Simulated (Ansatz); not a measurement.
Take Ta in the bcc (W type) structure (space group Im-3m, No. 229) as the base.

```
Ta
1.0
   -1.65979     1.65979     1.65979
    1.65979    -1.65979     1.65979
    1.65979     1.65979    -1.65979
Ta
1
Cartesian
  0.00000   0.00000   0.00000
```

Computed with Ansatz (a program for electronic structure) PBE, spin-orbit coupling left out.

Base values:

The lattice parameter a comes out as 3.320 Å.

Modification: full substitution Ta → V; the structure is relaxed again.

Task: Estimate the effect on the lattice parameter a.

Result: The lattice parameter a drops by 0.3224 Å to 2.997 Å.

Stability against distortions was not tested. Seeded moments were not kept for Ta → V. The final runs are not spin-polarised.
